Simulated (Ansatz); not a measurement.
A (8,8) carbon nanotube has 32 atoms in a period of 2.467 Å, a mean diameter of 10.92 Å, and lies 66 meV/atom over the flat sheet relaxed at the same level.

These are PBE (plane waves to 420 eV, PAW; Ansatz, a quantum-chemistry and plane-wave program) values and carry that method's errors. Mesh 1×1×30. No spin polarisation. Isolated but for its images some 11 Å away. An idealised model, rolled from the flat sheet. Only distortions within the start's symmetry and period were free.

Task: Which bending rigidity of the sheet does this imply in the thin-plate picture?

Result: A plate bent to radius R stores D/(2R²) an area. The area an atom is π × 10.92 × 2.467/32 = 2.64 Å², so the stored energy is 0.066/2.64 = 0.0250 eV/Å². With R = 5.460 Å, D = 2R² × 0.0250 = 1.5 eV.
